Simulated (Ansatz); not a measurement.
The starting structures come from a database of crystals and need not be the phases stable at ambient conditions.

Inside the gap of an insulator the Bloch states are evanescent, with a wavenumber k + iκ along the transport direction.

Here is the system:

```yaml
crystal:
  lattice:
    - [3.85882, 0.00000, 0.00000]
    - [1.92941, 6.50375, 0.00000]
    - [0.00000, 0.05884, 3.89764]
  atoms:
    - { symbol: Nb, position: [0.85348, 0.29304, 0.93194] }
    - { symbol: Nb, position: [0.14652, 0.70696, 0.06806] }
    - { symbol: O, position: [0.85096, 0.29808, 0.48437] }
    - { symbol: O, position: [0.14904, 0.70192, 0.51563] }
    - { symbol: O, position: [0.00000, 0.00000, 0.00000] }
    - { symbol: O, position: [0.68510, 0.62980, 0.00543] }
    - { symbol: O, position: [0.31490, 0.37020, 0.99457] }
```

The cell is strained (lengths along the current scaled by 0.97, ions clamped); by r2SCAN it stands under a pressure of 1.6 GPa.

Transport runs along the normal of the first two printed cell vectors.

The gap is the functional's own, uncorrected, and κ follows it; spin-orbit coupling is left out. Mid-gap means the computed energy nearest the middle.

**Question.** Compute, with r2SCAN run with Ansatz (a quantum-chemistry and plane-wave program), the band gap and the smallest decay constant κ at mid-gap.

**Answer.** Gap 2.74 eV on a 8×8×8 mesh; κ = 0.277 1/Å, at the zone centre.
